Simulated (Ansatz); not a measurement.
Take Zr3N4 (space group I-43d, No. 220; a = 6.703 Å) as the base.

All numbers come from DFT with PBEsol, PAW potentials and a 420 eV plane-wave cutoff in Ansatz (a program for electronic structure), no spin-orbit coupling.

For the base:

```
Item                               Result
-------------------  --------------------
Band gap                          0.75 eV
Smallest direct gap               0.75 eV
Electron mass        0.30, 0.42 mₑ (at Γ)
Lattice parameter a              670.3 pm
```

Now apply this change: a hydrostatic pressure of 5 GPa.

Problem. What does the calculation give for the band gap after the change?

Solution. The band gap grows by 0.06 eV (0.75 eV → 0.81 eV).

Problem. What happens to the smallest direct gap?

Solution. The smallest direct gap rises by 0.07 eV to 0.82 eV.

Problem. How does this affect the electron mass?

Solution. The electron mass (degenerate bands, along [100]) becomes 0.28, 0.41 mₑ (at Γ) (base: 0.30, 0.42 mₑ (at Γ)).

Problem. Predict the new lattice parameter a.

Solution. The lattice parameter a shrinks by 4.3 pm to 666.0 pm.

Load acts through the strain it causes; cell and atoms are relaxed under it. Effective masses come from finite differences of ±0.01 Å⁻¹. No phonon test of stability was made. No other phases were tried under pressure.
